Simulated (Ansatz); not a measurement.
**Rh: energy against volume**

Rh (fcc, Fm-3m, 14.046 Å³/atom and stress up to 0.01 GPa in the relaxed cell, cube axes along x, y and z) under hydrostatic pressure, with the cell free. PBE in Ansatz, a plane-wave DFT program (PAW, default set), 420 eV, 21×21×21 Γ-centred mesh, Fermi-Dirac smearing 0.05 eV.

Here V stands for volume and E for E less E0.

| volume (Å³/atom) | E less E0 (meV/atom) | pressure (GPa) |
|---|---|---|
| 14.1587 | 0.80 | -2.01 |
| 14.1019 | 0.22 | -1.01 |
| 14.0462 | 0.00 | 0.00 |
| 13.9977 | 0.10 | 0.90 |
| 13.9346 | 0.64 | 2.09 |
| 13.8125 | 3.05 | 4.50 |
| 13.6007 | 11.78 | 9.00 |
| 13.3452 | 30.65 | 15.02 |
| 12.8105 | ? | ? |

### Question
Using the third-order Birch-Murnaghan form, a cubic in V^(-2/3), estimate the missing E at V = 12.8105 from the other rows, showing the fit.

### Answer
With u = V^(-2/3) - 0.1732, the rows have u = -0.0023358, -0.0018773, -0.0014247, -0.0010281, -0.0005088, 0.0005075, 0.0023062, 0.0045392. Least squares gives E = 1.622 + 2376.3·u + 873095·u² + 2698312·u³. Residuals (row less fit): -0.001, 0.000, -0.001, 0.001, 0.001, -0.003, 0.001, 0.000; standard error 0.002 (degrees of freedom: 4). Its minimum lies at u = -0.0013695, so V0 = (0.1718305)^(-3/2) = 14.04. There d²E/du² = 1724000 and d³E/du³ = 1.619e7, so B0 = (4/9) × 14.04^(-7/3) × 1724000 × 0.160218 = 258 GPa (the last factor turns the table's units into GPa), and B0' = 4 + (2/3) × 0.1718305 × (1.619e7)/1724000 = 5.1. B0' rests on the cubic coefficient alone and has a standard error of 0.1 from these residuals. At the withheld row, u = 0.0094512, so E = 1.622 + 2376.3 × 0.0094512 + 873095 × 0.0094512² + 2698312 × 0.0094512³ = 104.348 meV/atom. The calculation gives 104.42 meV/atom, 0.072 meV/atom above the prediction (0.1 % of the range of E in the table). The row lies outside the fitted rows, so this is an extrapolation. The scatter of the fitted rows lies at the last printed digit.

In a metal these values are sensitive to mesh and smearing; energies are taken to zero smearing, stresses follow the free energy. The runs aren't spin-polarised. Other structures, which can take over under pressure, weren't tried. The same form fitted to the pressure column gives B0' = 5.2; series where the two differ by over 0.4 aren't shown. Rows are the converged runs of the series near zero and its far end, less any whose ions stayed unrelaxed beside relaxed ones; series whose fitted rows scatter by over a few per cent of the range, as at a crossing or softening among them, aren't shown in this form.
